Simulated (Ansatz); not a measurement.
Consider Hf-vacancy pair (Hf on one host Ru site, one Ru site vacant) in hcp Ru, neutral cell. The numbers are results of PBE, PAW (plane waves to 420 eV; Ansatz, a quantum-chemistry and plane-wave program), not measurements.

36-site cell at the relaxed PBE lattice, a 2×2×2 k-point mesh shifted by half a step along c, smearing 0.10 eV, spin-restricted, no finite-size correction. Energies are static. Spin-orbit coupling is left out. Forms of the defect that were not tried may lie lower. The start lies 0.035 eV above the lowest site run (PBE).

Barriers: single points on a 4×4×4 k-point mesh shifted by half a step along c at the bands' geometries (they differ from the bands' own by up to 0.14 eV, and are uncertain by about as much).

The step: direct exchange of Hf with the vacancy (Hf-vacancy distance between ideal sites 2.72 Å throughout). Atoms about the jump, Cartesian Å from the middle of the jump, before and after:

```tsv
atom	x0	y0	z0	x1	y1	z1
Hf1	1.19	0.00	0.00	-1.19	0.00	0.00
Ru2	-0.01	2.47	0.00	0.01	2.47	0.00
Ru3	-0.05	-0.82	2.23	0.05	-0.82	2.23
Ru4	-0.05	-0.82	-2.23	0.05	-0.82	-2.23
Ru5	-0.02	-2.44	0.00	0.02	-2.44	0.00
Ru6	1.34	1.60	2.21	1.33	1.55	2.12
Ru7	1.34	1.61	-2.21	1.33	1.55	-2.12
Ru8	-1.33	1.55	2.12	-1.34	1.61	2.21
Ru9	-1.33	1.55	-2.12	-1.34	1.60	-2.21
Ru10	2.73	2.36	0.00	2.72	2.36	0.00
Ru11	-2.72	2.36	0.00	-2.73	2.36	0.00
Ru12	2.73	-0.77	-2.19	2.69	-0.76	-2.13
Ru13	2.73	-0.77	2.19	2.69	-0.76	2.13
Ru14	-2.69	-0.76	-2.13	-2.73	-0.77	-2.19
Ru15	-2.69	-0.76	2.13	-2.73	-0.77	2.19
Ru16	2.72	-2.35	0.00	2.72	-2.35	0.00
Ru17	-2.72	-2.35	0.00	-2.72	-2.35	0.00
```

Problem. Predict the transition state.

Solution. 
| atom | x | y | z |
|---|---|---|---|
| Hf1 | 0.00 | 0.09 | 0.00 |
| Ru2 | 0.00 | 2.61 | 0.00 |
| Ru3 | -0.01 | -0.89 | 2.34 |
| Ru4 | -0.01 | -0.89 | -2.34 |
| Ru5 | 0.00 | -2.53 | 0.00 |
| Ru6 | 1.32 | 1.58 | 2.16 |
| Ru7 | 1.32 | 1.58 | -2.16 |
| Ru8 | -1.33 | 1.58 | 2.16 |
| Ru9 | -1.33 | 1.58 | -2.16 |
| Ru10 | 2.69 | 2.30 | 0.00 |
| Ru11 | -2.69 | 2.30 | 0.00 |
| Ru12 | 2.67 | -0.74 | -2.12 |
| Ru13 | 2.67 | -0.74 | 2.13 |
| Ru14 | -2.68 | -0.74 | -2.12 |
| Ru15 | -2.68 | -0.74 | 2.13 |
| Ru16 | 2.67 | -2.28 | 0.00 |
| Ru17 | -2.67 | -2.28 | 0.00 |
It lies 0.98 eV above the start and 0.98 eV above the end. The saddle point's order was not checked, and it lies on a symmetry element of the cell, where a band can be held.
